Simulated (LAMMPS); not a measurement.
System: a melt made from ZnO (wurtzite), 432 atoms, at 1240 K and 0 GPa, brought to that temperature within a few picoseconds.

Level of theory: classical MD, Buckingham potential of Lewis and Catlow, J. Phys. C 18, 1149 (1985), first set, used with rigid ions (no shells), PPPM sums, short-range terms cut at 10 Å, modified for these runs by an r^-4 repulsive force inside the short-range force's maximum (LAMMPS).

```
Property                                                                              Value
---------------------------------------  --------------------------------------------------
state found                               viscous melt or glass; no diffusion seen in 42 ps
density                                                                 5.081 ± 0.002 g/cm³
volume per atom                                                           13.299 ± 0.005 Å³
enthalpy per atom                                                        -19.401 ± 0.003 eV
first peak of g(r), O-Zn                                                 1.92 Å, height 5.9
coordination number of O by Zn                                     4.09 (counted to 2.78 Å)
coordination number of Zn by O                                     4.09 (counted to 2.78 Å)
most common Zn-O-Zn angle                in the 3° bin centred on 103.5° (mean of all 108°)
mean frequency of the velocity spectrum                                            10.1 THz
cost                                                 about 17 core-minutes (a rough figure)
```

Potential: Lewis and Catlow, J. Phys. C 18, 1149 (1985), first set; O-O C6 of 27.879 eV Å6 from the Catlow library, as the file leaves it open.

Caution: enthalpy drifts during the constant-pressure average: a transition or slow ageing; fluctuation values are void. Caution: the potential ionic pair potential lewis1985a is fitted to static crystal properties with a polarisable anion, which is rigid here. Caution: at ambient pressure real ZnO sublimes or decomposes before or as it melts, so this liquid is the model's.

States go by the mean squared displacement: a species diffuses where it passes 1.5 Å², still rises and gives D over 1e-6 cm²/s; a crystal has left its structure where atoms lie 0.35 Å off their sites on average or a cubic box changes its shape by 3 %.

The ± values are statistical; the model's systematic error is not in them.

| r (Å) | g(r), O-Zn |
|---|---|
| 1.540 | 0.000 |
| 1.580 | 0.026 |
| 1.620 | 0.081 |
| 1.660 | 0.320 |
| 1.700 | 0.932 |
| 1.740 | 1.84 |
| 1.780 | 2.90 |
| 1.820 | 4.09 |
| 1.860 | 5.05 |
| 1.900 | 5.87 |
| 1.940 | 5.51 |
| 1.980 | 5.07 |
| 2.020 | 4.25 |
| 2.060 | 3.79 |
| 2.100 | 2.93 |
| 2.140 | 2.23 |
| 2.180 | 1.80 |
| 2.220 | 1.41 |
| 2.260 | 1.15 |
| 2.300 | 0.781 |
| 2.340 | 0.620 |
| 2.380 | 0.533 |
| 2.420 | 0.457 |
| 2.460 | 0.356 |
| 2.500 | 0.321 |
| 2.540 | 0.271 |
| 2.580 | 0.245 |
| 2.620 | 0.226 |
| 2.660 | 0.196 |
| 2.700 | 0.172 |
| 2.740 | 0.146 |
| 2.780 | 0.152 |
| 2.820 | 0.195 |
| 2.860 | 0.200 |
| 2.900 | 0.146 |
| 2.940 | 0.204 |
| 2.980 | 0.224 |
| 3.020 | 0.222 |
| 3.060 | 0.230 |
| 3.100 | 0.279 |
| 3.140 | 0.300 |
| 3.180 | 0.352 |
| 3.220 | 0.339 |
| 3.260 | 0.384 |
| 3.300 | 0.394 |
| 3.340 | 0.464 |
| 3.380 | 0.477 |
| 3.420 | 0.598 |
| 3.460 | 0.649 |
| 3.500 | 0.692 |
| 3.540 | 0.731 |
| 3.580 | 0.764 |
| 3.620 | 0.819 |
| 3.660 | 0.934 |
| 3.700 | 0.960 |
| 3.740 | 1.02 |
| 3.780 | 1.08 |
| 3.820 | 1.10 |
| 3.860 | 1.18 |
| 3.900 | 1.25 |
| 3.940 | 1.27 |
| 3.980 | 1.29 |
| 4.020 | 1.35 |
| 4.060 | 1.35 |
| 4.100 | 1.40 |
| 4.140 | 1.43 |
| 4.180 | 1.41 |
| 4.220 | 1.39 |
| 4.260 | 1.44 |
| 4.300 | 1.44 |
| 4.340 | 1.50 |
| 4.380 | 1.46 |
| 4.420 | 1.53 |
| 4.460 | 1.44 |
| 4.500 | 1.48 |
| 4.540 | 1.49 |
| 4.580 | 1.44 |
| 4.620 | 1.37 |
| 4.660 | 1.41 |
| 4.700 | 1.46 |
| 4.740 | 1.42 |
| 4.780 | 1.31 |
| 4.820 | 1.34 |
| 4.860 | 1.34 |
| 4.900 | 1.22 |
| 4.940 | 1.22 |
| 4.980 | 1.17 |
| 5.020 | 1.07 |
| 5.060 | 1.04 |
| 5.100 | 1.03 |
| 5.140 | 0.964 |
| 5.180 | 0.911 |
| 5.220 | 0.850 |
| 5.260 | 0.790 |
| 5.300 | 0.797 |
| 5.340 | 0.709 |
| 5.380 | 0.674 |
| 5.420 | 0.640 |
| 5.460 | 0.582 |
| 5.500 | 0.589 |
| 5.540 | 0.582 |
